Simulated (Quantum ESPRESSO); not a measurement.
# Cost against accuracy: K_POINTS for MgScSe3 (C2/m, 10 atoms in the cell)

Cell: a = 7.2644 Å, b = 7.2644 Å, c = 6.7922 Å, α = 103.69°, β = 103.69°, γ = 121.85°.

Level of theory: LDA (PZ), GBRV 1.5 ultrasoft (LDA) pseudopotentials (plane waves; Quantum ESPRESSO).

Base settings: ecutwfc = 50 Ry; ecutrho = 400 Ry; occupations = smearing; smearing = gauss; degauss = 0.0036749 Ry; potentials = {Mg: mg_lda_v1.4.uspp.F.UPF, Sc: sc_lda_v1.uspp.F.UPF, Se: se_lda_v1.uspp.F.UPF}; K_POINTS = automatic 4 4 4 0 0 0; conv_thr = 1e-09 Ry; mixing_beta = 0.4.

Misses are taken against the tightest run, automatic 7 7 6 0 0 0, which need not be fully converged itself. The energy is the free energy per atom.

The count of work is k-points × plane waves × bands × iterations; it is no time, and leaves out set-up, grids and terms that scale otherwise. Core times come from one kind of shared machine and are given to one figure; runs under 30 s give none.

The starting cell comes from a database of computed structures (which also holds hypothetical and non-ambient phases and stackings), without a prior relaxation at this level. In the base run, with a pressure of about -4 GPa the cell is away from its equilibrium volume at this level.

The runs (K_POINTS): automatic 1 1 1 0 0 0 | automatic 2 2 2 0 0 0 | automatic 3 3 2 0 0 0 | automatic 3 3 3 0 0 0 | automatic 4 4 3 0 0 0 | automatic 4 4 4 0 0 0 | automatic 5 5 5 0 0 0 | automatic 6 6 6 0 0 0 | automatic 7 7 6 0 0 0.

### Question
Which is the coarsest setting among those run that, with all tighter ones, holds the energy within 2 meV/atom of the reference, and what does it save?

### Answer
automatic 6 6 6 0 0 0, off by 0.00 meV/atom; its saving against the reference is no more than about a factor of 2 in the count of work.

### Question
What does the step from automatic 3 3 2 0 0 0 to automatic 5 5 5 0 0 0 buy?

### Answer
It takes the miss in the energy from 35 to 4.4 meV/atom, for 4.9 times the count of work and roughly 2 times the time.

```
K_POINTS               energy less reference (meV/atom)  pressure less reference (GPa)  largest difference in the force on any atom (eV/Å)  count of work / reference  core time / reference (rough)
---------------------  --------------------------------  -----------------------------  --------------------------------------------------  -------------------------  -----------------------------
automatic 1 1 1 0 0 0                             91.63                           0.38                                               0.742                      0.012                           0.09
automatic 2 2 2 0 0 0                            -32.24                          -0.26                                               0.098                      0.068                            0.1
automatic 3 3 2 0 0 0                            -35.16                          -0.28                                               0.097                      0.091                            0.2
automatic 3 3 3 0 0 0                             14.38                           0.11                                               0.077                       0.11                            0.2
automatic 4 4 3 0 0 0                             13.96                           0.10                                               0.075                       0.19                            0.2
automatic 4 4 4 0 0 0                             12.19                           0.08                                               0.064                       0.25                            0.3
automatic 5 5 5 0 0 0                              4.45                           0.02                                               0.032                       0.44                            0.4
automatic 6 6 6 0 0 0                              0.00                           0.00                                               0.000                       0.77                            0.7
automatic 7 7 6 0 0 0                              0.00                           0.00                                               0.000                        1.0                              1
```
